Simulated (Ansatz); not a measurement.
# A computed series for TiO2: response to strain

The parent structure is TiO2 in the anatase structure (space group I4_1/amd, No. 141; a = 3.7393 Å, c = 9.4551 Å). Axes: x, y, z lie along a, b, c of the conventional cell.

Strains are applied to the cell and any free atomic positions relax.

Calculations: LDA (Ansatz, a program for electronic structure; PAW; 420 eV plane waves; no SOC).

Notes on the quantities. pressure: mean of the normal stresses, compression positive.

```tsv
change	largest internal atomic displacement	band gap	pressure
base	–	2.08 eV	0.00 GPa
tensor shear ε_xz = +0.33 %	–	2.08 eV	-0.01 GPa
tensor shear ε_xz = +0.67 %	0.019 Å	2.09 eV	-0.01 GPa
tensor shear ε_xz = +1.67 %	0.045 Å	2.09 eV	-0.09 GPa
tensor shear ε_xz = +2.00 %	0.057 Å	2.10 eV	-0.13 GPa
tensor shear ε_xz = +1.33 %	0.036 Å	2.09 eV	-0.06 GPa
tensor shear ε_xz = +1.00 %	?	2.09 eV	-0.03 GPa
```

**Question.** Complete the table.

**Answer.** 
- tensor shear ε_xz = +1.00 %, largest internal atomic displacement: 0.028 Å

Stability against distortions was not tested. The final runs are not spin-polarised.
